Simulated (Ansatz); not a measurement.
Cell of InSe on Bi2Se3 (the planes next to the gap being Se below and Se above; facing atoms over hollows or bridges; layers strained to one cell), with its geometry taken from a PBE+D3(BJ) run:

```
CELL_PARAMETERS angstrom
      4.12556     0.00000     0.00000
     -2.06278     3.57284     0.00000
      0.00000     0.00000    33.88000
ATOMIC_POSITIONS crystal
  Se 0.33333 0.66667 0.27707
  Bi 0.66667 0.33333 0.32369
  Se 0.00000 0.00000 0.38083
  Bi 0.33333 0.66667 0.43786
  Se 0.66667 0.33333 0.48439
  Se 0.33333 0.66667 0.56963
  In 0.66667 0.33333 0.60622
  In 0.66667 0.33333 0.68891
  Se 0.33333 0.66667 0.72550
```

Computed with r2SCAN (plane waves to 500 eV, PAW; Ansatz, an electronic-structure program). Scalar-relativistic, without spin–orbit coupling. Its k-point mesh 9×9×1, Fermi–Dirac width 0.01 eV. A dipole correction is on.

### Question
Give the plane-averaged electrostatic potential energy of an electron along the normal (the smooth PAW potential), about its mean over the cell, from 5 Å under the lowest atom to 5 Å over the highest.

### Answer
(z (Å), V (eV)): (4.472, 4.30); (4.879, 4.30); (5.285, 4.30); (5.692, 4.30); (6.234, 4.30); (6.640, 4.29); (7.047, 4.27); (7.454, 4.20); (7.860, 3.94); (8.267, 3.04); (8.673, 0.05); (9.080, -2.08); (9.622, -3.54); (10.028, -5.05); (10.435, -8.68); (10.842, -13.63); (11.248, -12.09); (11.655, -5.17); (12.061, -2.19); (12.603, -2.74); (13.010, -2.70); (13.416, -2.74); (13.823, -2.23); (14.230, -6.60); (14.636, -13.01); (15.043, -13.06); (15.585, -6.12); (15.991, -4.22); (16.398, -2.95); (16.804, -1.83); (17.211, 0.76); (17.618, 3.11); (18.024, 3.21); (18.431, 1.25); (18.973, -2.43); (19.379, -3.93); (19.786, -6.61); (20.192, -8.06); (20.599, -7.71); (21.006, -5.28); (21.412, -0.83); (21.954, 1.41); (22.361, 0.08); (22.767, -4.17); (23.174, -7.32); (23.580, -7.97); (23.987, -7.33); (24.394, -4.38); (24.936, -2.26); (25.342, 0.35); (25.749, 3.18); (26.155, 3.99); (26.562, 4.23); (26.968, 4.30); (27.375, 4.32); (27.782, 4.32); (28.324, 4.33); (28.730, 4.33); (29.137, 4.33); (29.543, 4.33)
